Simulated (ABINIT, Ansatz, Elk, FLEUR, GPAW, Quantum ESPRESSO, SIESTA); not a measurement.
**Code comparison for AlFe₃C (Pm-3m, 5 atoms in the cell)**

Self-consistent single point, at a second geometry (lattice scaled by 0.98). First geometry:

```yaml
crystal:
  lattice:
    - [3.78978, 0.00000, 0.00000]
    - [0.00000, 3.78978, 0.00000]
    - [0.00000, 0.00000, 3.78978]
  atoms:
    - { symbol: Al, position: [0.00000, 0.00000, 0.00000] }
    - { symbol: Fe, position: [0.00000, 0.50000, 0.50000], spin: 4.0 }
    - { symbol: Fe, position: [0.50000, 0.00000, 0.50000], spin: 4.0 }
    - { symbol: Fe, position: [0.50000, 0.50000, 0.00000], spin: 4.0 }
    - { symbol: C, position: [0.50000, 0.50000, 0.50000] }
```
(The spins are starting values, not results.)

Shared settings, as Ansatz (an electronic-structure program) writes them: kpoints.mp_grid.grid = 7 7 7; scf.occupations.method = fermi_dirac; scf.occupations.width = 0.0073 Ry. Potentials and cutoffs stand in the table.

```tsv
code	model	ΔF from the first geometry (meV/atom)	size of the net moment (μB/atom)	cutoff
ABINIT	LDA (PW92), norm-conserving pseudopotentials (PseudoDojo nc-sr-04 LDA standard)	-61.6	0.40	1225 eV
GPAW	LDA (Perdew-Wang 92), GPAW PAW datasets LDA (gpaw-data 1.0.1)	-58.3	0.31	950 eV
SIESTA	LDA PW92, numerical atomic orbitals TZP, PseudoDojo LDA standard norm-conserving potentials (rewritten from UPF to PSML)	-64.2	0.41	grid 350 Ry
Quantum ESPRESSO	LDA (PZ), GBRV 1.5 ultrasoft (LDA) pseudopotentials	-63.5	0.31	50 Ry
Ansatz	LDA (PW92), PAW files made with PBE	-66.3	0.29	default
FLEUR	LDA (Perdew-Zunger), all-electron FLAPW (FLEUR), scalar-relativistic valence	-64.3	0.25	Kmax 4.7 1/bohr
Elk	LDA (PW92), all-electron FP-LAPW, Elk's shipped species files, APW+lo basis with extra local orbitals	–	0.27	rgkmax 7.5
```

A dash marks a value that a program does not give, or that is left out as unsure.

The net moments differ, which can mean other magnetic states; other values may part for that reason too.

On Ansatz's run: the moments shrank to a small part of their start, a low-spin state that need not be the lowest.

The spread over the programs that give each value: ΔF from the first geometry within 8.0 meV/atom; size of the net moment within 0.16 μB/atom.

SIESTA uses small atom-centred bases, whose incompleteness enters pressures, forces and empty levels differently from a plane-wave cutoff. FLEUR and Elk treat all electrons, but the usual bases taken here (sphere radii, linearisation, local orbitals, empty states) were not tested for convergence, so the values are no reference for the others. The same LDA comes in different parametrisations, which differ slightly.

The starting cell comes from a database of computed structures (which also holds hypothetical and non-ambient phases and stackings), without a prior relaxation at this level. For this run, on top of that: lattice scaled by 0.98.

Keys are those of Ansatz 0.2.
